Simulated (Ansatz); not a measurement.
Consider Ga2O3 in the corundum structure (space group R-3c, No. 167; a = 4.985 Å, c = 13.442 Å (hexagonal axes)).

All numbers come from r2SCAN in Ansatz (plane waves to 500 eV, PAW, scalar-relativistic without spin-orbit coupling).

Before the change:

```
Property                Value
-------------  --------------
Electron mass  0.25 mₑ (at Γ)
Band gap              3.55 eV
```

It is then changed as follows: every lattice vector is shortened by 0.42 %; the atoms relax in the strained cell.

What happens to the electron mass, band gap and energy relative to the base?

The electron mass goes from 0.25 mₑ (at Γ) to 0.26 mₑ (at Γ); the band gap goes up by 0.143 eV, from 3.55 eV to 3.70 eV; the energy grows by 1.1 meV/atom.

Masses are band curvatures over ±0.01 Å⁻¹ around the edge. No phonon test of stability was made.

Ansatz is a quantum-chemistry and plane-wave program.
